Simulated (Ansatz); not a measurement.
System: corundum Ga2O3 (metastable phase). Method: r²SCAN (plane waves, PAW; Ansatz, a program for electronic structure).

Numerical settings: plane-wave cutoff 560 eV, 8×8×8 k mesh, Fermi–Dirac smearing 0.01 eV, scalar-relativistic PAW data made under PBE.

Results at a series of volumes:

```csv
V (Å³/atom),E − E_lowest (meV/atom),P (GPa)
9.254,12.13,10.45
9.447,2.92,4.94
9.640,0.00,0.00
9.833,2.71,-4.43
10.025,10.48,-8.41
```

Q: Fit the third-order Birch–Murnaghan equation and give B0 and B′.

A: V0 = 9.640 Å³/atom, B0 = 234 GPa, B′ = 4.4 (fit to the energies at full precision).

Shape and atoms are relaxed at each volume.

Measured, for comparison: bulk modulus 220 ± 9 GPa (room temperature, not corrected to a static lattice, equation of state from high-pressure X-ray diffraction, sources range from 220 to 252; as tabulated in Phys. Rev. B 77, 094123 (2008), gallium oxide under pressure (UNLV record)). Computed less measured: bulk modulus +6 % (inside the range of the sources held).

Computed values are for the static lattice.
